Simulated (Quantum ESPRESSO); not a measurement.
## Quick settings and what they miss: HgPt3 (Pm-3m, 4 atoms in the cell)

Self-consistent single point.

```
CELL_PARAMETERS angstrom
      4.12226     0.00000     0.00000
      0.00000     4.12226     0.00000
      0.00000     0.00000     4.12226
ATOMIC_POSITIONS crystal
  Hg 0.00000 0.00000 0.00000
  Pt 0.00000 0.50000 0.50000
  Pt 0.50000 0.00000 0.50000
  Pt 0.50000 0.50000 0.00000
```

Method: LDA (PZ), GBRV 1.5 ultrasoft (LDA) pseudopotentials (plane waves; Quantum ESPRESSO).

Base settings: ecutwfc = 40 Ry; ecutrho = 320 Ry; occupations = smearing; smearing = cold; degauss = 0.0073499 Ry; potentials = {Hg: hg_lda_v1.uspp.F.UPF, Pt: pt_lda_v1.4.uspp.F.UPF}; K_POINTS = automatic 11 11 11 1 1 1; conv_thr = 1e-11 Ry.

Tight run (finer mesh or higher cutoff; not a proven limit): ecutwfc: 40 Ry → 56 Ry; ecutrho: 320 Ry → 448 Ry; conv_thr: 1e-11 Ry → 7.3e-11 Ry; K_POINTS: automatic 11 11 11 1 1 1 → automatic 15 15 15 1 1 1. It gave Fermi level (on the code's own zero) 17.49 eV; pressure -20.50 GPa.

Quick runs, as changes from the base:
- A: the base itself
- B: ecutwfc: 40 Ry → 24 Ry; ecutrho: 320 Ry → 192 Ry; conv_thr: 1e-11 Ry → 7.3e-06 Ry; K_POINTS: automatic 11 11 11 1 1 1 → automatic 6 6 6 1 1 1
- C: ecutwfc: 40 Ry → 28 Ry; ecutrho: 320 Ry → 224 Ry; conv_thr: 1e-11 Ry → 7.3e-06 Ry; pseudopotentials: {Hg: hg_lda_v1.uspp.F.UPF, Pt: pt_lda_v1.4.uspp.F.UPF} → {Hg: hg_pbesol_v1.uspp.F.UPF, Pt: pt_pbesol_v1.4.uspp.F.UPF}; K_POINTS: automatic 11 11 11 1 1 1 → automatic 4 4 4 1 1 1 [PBEsol]
- D: ecutwfc: 40 Ry → 24 Ry; ecutrho: 320 Ry → 192 Ry; smearing: cold → mp; degauss: 0.0073499 Ry → 0.036749 Ry; pseudopotentials: {Hg: hg_lda_v1.uspp.F.UPF, Pt: pt_lda_v1.4.uspp.F.UPF} → {Hg: hg_pbesol_v1.uspp.F.UPF, Pt: pt_pbesol_v1.4.uspp.F.UPF}; K_POINTS: automatic 11 11 11 1 1 1 → automatic 3 3 3 1 1 1 [PBEsol]
- E: ecutwfc: 40 Ry → 20 Ry; ecutrho: 320 Ry → 160 Ry; pseudopotentials: {Hg: hg_lda_v1.uspp.F.UPF, Pt: pt_lda_v1.4.uspp.F.UPF} → {Hg: hg_pbesol_v1.uspp.F.UPF, Pt: pt_pbesol_v1.4.uspp.F.UPF}; K_POINTS: automatic 11 11 11 1 1 1 → automatic 2 2 2 1 1 1 [PBEsol]

Energies are extrapolated to zero smearing width, which holds to low order in the width alone (under cold and Methfessel-Paxton smearing the free energy itself is taken).

Dashes: pressure of B, C, not trusted under this conv_thr with d or f elements; energy of C, D, E, another energy zero.

† marks runs with another functional, U, potentials or spin treatment: their distance from the tight run is not a convergence error alone.

The count of work is k-points × plane waves × bands × iterations; it is no time. 

The starting cell comes from a database of computed structures (which also holds hypothetical and non-ambient phases and stackings), without a prior relaxation at this level. Its lattice was rescaled by a random factor within 2.5 % of one. Spin polarisation is off. In the base run, with a pressure of about -21 GPa the cell is away from its equilibrium volume at this level.

| run | energy less tight (meV/atom) | pressure less tight (GPa) | count of work / tight |
|---|---|---|---|
| A | 15.2 | -0.52 | 0.31 |
| B | 860.1 | – | 0.014 |
| C† | – | – | 0.0083 |
| D† | – | -55.20 | 0.011 |
| E† | – | -185.83 | 0.0020 |

Among the runs at the tight run's level, the energy misses run from 15.2 to 860.1 meV/atom.

Left out of this page: 1 run of the series unsound by tests on forces, stress, charge or solver warnings.
